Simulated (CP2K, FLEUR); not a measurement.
A CP2K input for a self-consistent single point of W (Im-3m, 1 atom in the cell) (DFT PBE, GPW, DZVP-MOLOPT-SR-GTH basis, GTH-PBE potentials (GTH_POTENTIALS)):

```
&GLOBAL
  PROJECT run
  RUN_TYPE ENERGY_FORCE
  PRINT_LEVEL LOW
&END GLOBAL
&FORCE_EVAL
  METHOD Quickstep
  STRESS_TENSOR ANALYTICAL
  &DFT
    BASIS_SET_FILE_NAME BASIS_MOLOPT
    POTENTIAL_FILE_NAME GTH_POTENTIALS
    &QS
      METHOD GPW
      EPS_DEFAULT 1E-10
    &END QS
    &MGRID
      CUTOFF 500
      REL_CUTOFF 50
      NGRIDS 5
    &END MGRID
    &SCF
      SCF_GUESS ATOMIC
      EPS_SCF 1E-6
      MAX_SCF 100
      ADDED_MOS 4
      &DIAGONALIZATION
        ALGORITHM STANDARD
      &END DIAGONALIZATION
      &MIXING
        METHOD BROYDEN_MIXING
        ALPHA 0.2
        NBUFFER 12
        BETA 1.5
      &END MIXING
      &SMEAR ON
        METHOD FERMI_DIRAC
        ELECTRONIC_TEMPERATURE [K] 1160.45
      &END SMEAR
    &END SCF
    &KPOINTS
      SCHEME MONKHORST-PACK 12 12 12
      GAMMA_CENTERED T
    &END KPOINTS
    &XC
      &XC_FUNCTIONAL PBE
      &END XC_FUNCTIONAL
    &END XC
    &PRINT
      &MO
        EIGENVALUES T
        OCCUPATION_NUMBERS T
        NDIGITS 8
        FILENAME mo
        &EACH
          QS_SCF 0
        &END EACH
        ADD_LAST NUMERIC
      &END MO
      &MULLIKEN OFF
      &END MULLIKEN
    &END PRINT
  &END DFT
  &SUBSYS
    &CELL
      ABC 2.67752900 2.67752859 2.67752876
      ALPHA_BETA_GAMMA 109.47120873 109.47123003 109.47123128
      PERIODIC XYZ
    &END CELL
    &COORD
      W        0.00000000     0.00000000     0.00000000
    &END COORD
    &KIND W
      BASIS_SET DZVP-MOLOPT-SR-GTH
      POTENTIAL GTH-PBE-q14
    &END KIND
  &END SUBSYS
  &PRINT
    &FORCES ON
    &END FORCES
    &STRESS_TENSOR ON
    &END STRESS_TENSOR
  &END PRINT
&END FORCE_EVAL
```

Q: Give the FLEUR input for the same structure, mesh, smearing and functional.

A: This is the input that was run; spellings and numerical settings could be chosen otherwise.

Input of the input generator:

```
W
&input film=f /
-1.5458720000 1.5458720000 1.5458720000
1.5458720000 -1.5458720000 1.5458720000
1.5458720000 1.5458720000 -1.5458720000
1.8897261246
1.0 1.0 1.0

1
74 0.0000000000 0.0000000000 0.0000000000

&comp jspins=1 /
&kpt div1=12 div2=12 div3=12 gamma=t /
&end /
```

```xml
<?xml version="1.0" encoding="UTF-8" standalone="no"?>
<fleurInput fleurInputVersion="0.39">
   <comment>
      W                                                                                                   
   </comment>
   <calculationSetup>
      <cutoffs Kmax="4.3" Gmax="17.2" GmaxXC="17.2" numbands="0"/>
      <scfLoop itmax="60" minDistance="0.00001" maxIterBroyd="15" imix="Anderson" alpha="0.05" precondParam="0.0" spinf="2.0"/>
      <coreElectrons ctail="T" frcor="F" kcrel="0" coretail_lmax="0"/>
      <xcFunctional name="pbe" relativisticCorrections="F"/>
      <magnetism jspins="1"/>
      <soc l_soc="F" theta="0.0" phi="0.0" spav="F"/>
      <expertModes spex="0" secvar="F"/>
      <geometryOptimization l_f="T" forcealpha="1.0" forcemix="BFGS" epsdisp="0.00001" epsforce="0.00001"/>
      <ldaU l_linMix="F" mixParam="0.05" spinf="1.0"/>
   </calculationSetup>
   <cell>
      <bzIntegration valenceElectrons="14.0" mode="hist" fermiSmearingEnergy="0.00367493">
         <kPointListSelection listName="default-1"/>
         <!-- k-points included here -->
         <xi:include xmlns:xi="http://www.w3.org/2001/XInclude" href="kpts.xml"> </xi:include>
      </bzIntegration>
      <!-- symmetry operations included here -->
      <xi:include xmlns:xi="http://www.w3.org/2001/XInclude" href="sym.xml"> </xi:include>
      <bulkLattice scale="1.0">
         <bravaisMatrix>
            <row-1>   -2.9212747036876507     2.9212747036876507     2.9212747036876507</row-1>
            <row-2>    2.9212747036876507    -2.9212747036876507     2.9212747036876507</row-2>
            <row-3>    2.9212747036876507     2.9212747036876507    -2.9212747036876507</row-3>
         </bravaisMatrix>
      </bulkLattice>
   </cell>
   <atomSpecies>
      <species name="Tungsten (W)" element="W" atomicNumber="74">
         <mtSphere radius="2.32" gridPoints="817" logIncrement="0.016"/>
         <atomicCutoffs lmax="10" lnonsphr="8"/>
         <electronConfig flipSpins="F">
            <coreConfig>(1s1/2) (2s1/2) (2p1/2) (2p3/2) (3s1/2) (3p1/2) (3p3/2) (4s1/2) (3d3/2) (3d5/2) (4p1/2) (4p3/2) (4d3/2) (4d5/2) (4f5/2) (4f7/2)</coreConfig>
            <valenceConfig>(5s1/2) (5p1/2) (5p3/2) (6s1/2) (5d3/2) (5d5/2)</valenceConfig>
            <stateOccupation state="(5d3/2)" spinUp="0.8" spinDown="0.8"/>
            <stateOccupation state="(5d5/2)" spinUp="1.2" spinDown="1.2"/>
         </electronConfig>
         <energyParameters s="6" p="6" d="5" f="5"/>
         <lo type="SCLO" l="0" n="5" eDeriv="0"/>
         <lo type="SCLO" l="1" n="5" eDeriv="0"/>
      </species>
   </atomSpecies>
   <atomGroups>
      <atomGroup species="Tungsten (W)">
         <relPos label="                   1">.0000000000 .0000000000 .0000000000</relPos>
         <force calculate="T" relaxXYZ="TTT"/>
      </atomGroup>
   </atomGroups>
   <output dos="F" band="F" slice="F">
      <checks vchk="F" cdinf="F"/>
      <bandDOS minEnergy="-.5*Htr" maxEnergy="0.5*Htr" sigma="0.015" storeEVData="T"/>
      <vacuumDOS vacdos="F" integ="F" star="F" nstars="0" locx1="0.0" locy1="0.0" locx2="0.0" locy2="0.0" nstm="0" tworkf="0.0"/>
      <unfoldingBand unfoldBand="F" supercellX="1" supercellY="1" supercellZ="1"/>
      <plotting iplot="0" polar="F">
         <plot TwoD="T" vec1="  1.0  0.0  0.0" vec2="  0.0  1.0  0.0" vec3="  0.0  0.0  1.0" zero="  0.0  0.0  0.0" file="plot"/>
      </plotting>
      <chargeDensitySlicing numkpt="0" minEigenval="0.0" maxEigenval="0.0" nnne="0" pallst="F"/>
      <specialOutput eonly="F"/>
      <magneticCircularDichroism mcd="F" energyLo="-10.0" energyUp="0.0"/>
   </output>
  <!-- We include the file relax.xml here to enable relaxations (see documentation) -->
  <xi:include xmlns:xi="http://www.w3.org/2001/XInclude" href="relax.xml"> <xi:fallback/> </xi:include>
</fleurInput>
```

Basis settings and potentials, where a program has them, do not carry over. This input uses DFT, PBE, all-electron FLAPW (FLEUR), scalar-relativistic valence.

The starting cell has typed, rounded lattice constants, without a prior relaxation at this level. Its lattice was rescaled by a random factor within 2.5 % of one.
